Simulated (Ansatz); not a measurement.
Fermi-surface figures of metals: Pt (Fm-3m) under several functionals (Ansatz, a quantum-chemistry and plane-wave program, without spin-orbit coupling). The PBE cell:

Space group Fm-3m (No. 225); a = b = c = 3.9710 Å, α = β = γ = 90.00°

```tsv
atom	site	symmetry	x	y	z
Pt	4a	m-3m	0.0000	0.0000	0.0000
```
(The calculation used a cell of 1 atom; values per cell refer to that cell.)

```csv
Functional,cell relaxed with,volume (Å³/atom),density of states at the Fermi level per atom,Drude plasma energy,root-mean-square Fermi velocity,resistivity times mean free path
PBE,PBE,15.65,2.1 states/eV,8.5 eV,4.5 ×10⁵ m/s,3.6 ×10⁻¹⁶ Ω·m²
PBEsol,PBEsol,15.05,2.0 states/eV,8.9 eV,4.8 ×10⁵ m/s,3.4 ×10⁻¹⁶ Ω·m²
r2SCAN,PBEsol,15.05,?,?,?,?
```

### Question
Given the cheaper levels, estimate the r2SCAN row.

### Answer

- r2SCAN, density of states at the Fermi level per atom: 1.90 states/eV
- r2SCAN, Drude plasma energy: 9.0 eV
- r2SCAN, root-mean-square Fermi velocity: 5.0 ×10⁵ m/s
- r2SCAN, resistivity times mean free path: 3.5 ×10⁻¹⁶ Ω·m²

For the density of states at the Fermi level per atom, PBE gives 2.1 states/eV and r2SCAN 1.90 states/eV: PBE lies 13 % above.

Metals at this level; values at 300 K, both spins, means over directions. As a rough test of the mesh, the Fermi surface's area from every second k point differs by up to 3 %. The product of resistivity and mean free path takes one path for all states. Spin-orbit coupling is left out.
